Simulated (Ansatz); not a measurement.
The parent structure is a 24-atom supercell of TiAl (space group P4/mmm, No. 123) at its relaxed geometry.

```
TiAl
1.0
    5.59458     0.00000    -4.03230
    0.00000     8.39186     0.00000
    5.59458     0.00000     4.03230
Al Ti
12 12
Direct
  0.87500   0.16667   0.37500
  0.87500   0.50000   0.37500
  0.87500   0.83333   0.37500
  0.12500   0.16667   0.62500
  0.12500   0.50000   0.62500
  0.12500   0.83333   0.62500
  0.37500   0.16667   0.87500
  0.37500   0.50000   0.87500
  0.37500   0.83333   0.87500
  0.62500   0.16667   0.12500
  0.62500   0.50000   0.12500
  0.62500   0.83333   0.12500
  0.00000   0.00000   0.00000
  0.00000   0.33333   0.00000
  0.00000   0.66667   0.00000
  0.25000   0.00000   0.25000
  0.25000   0.33333   0.25000
  0.25000   0.66667   0.25000
  0.50000   0.00000   0.50000
  0.50000   0.33333   0.50000
  0.50000   0.66667   0.50000
  0.75000   0.00000   0.75000
  0.75000   0.33333   0.75000
  0.75000   0.66667   0.75000
```

Calculations: PBEsol, PAW, 420 eV (Ansatz, an electronic-structure program; spin-orbit coupling left out).

Before the change:

| Property | Value |
|---|---|
| Pressure | 0.0 GPa |
| Mean distance from the defect site to its nearest host atoms | 5.29 bohr |

The change: one Ti atom is replaced by Zn, atoms relaxed at fixed cell, starting from a slightly rattled geometry.

Tabulated Pauling electronegativity and covalent radius: Ti 1.54, 1.60 Å; Zn 1.65, 1.22 Å.

Task: Estimate the effect on the pressure and mean distance from the defect site to its nearest host atoms.

Result: The pressure goes from zero to -0.5 GPa; the mean distance from the defect site to its nearest host atoms drops by 0.09 bohr to 5.20 bohr.

In so small a cell the defect repeats every few ångströms: this is an ordered compound, not a dilute defect. The final runs are not spin-polarised. The defect cell is not spin-polarised.
